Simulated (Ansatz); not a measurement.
Results of r²SCAN (Ansatz, a quantum-chemistry and plane-wave program, plane waves, PAW) for CsCl-type YAu.

Run with plane-wave cutoff 500 eV, 16×16×16 k mesh, Fermi–Dirac smearing 0.1 eV, scalar-relativistic PAW data made under PBE.

Computed at the level's own relaxed cell.

Question: Predict the equilibrium volume per atom and lattice parameter a.

Answer: 
- equilibrium volume per atom = 23.06 Å³/atom
- lattice parameter a = 3.586 Å

The run finds no gap.

Note: the relaxation could not lower the start's symmetry, so the cell can be a saddle point above a distorted one.

Spin–orbit coupling is not included; it can shift volumes and moduli of such heavy elements.

The computed numbers hold no vibrational or temperature effects.
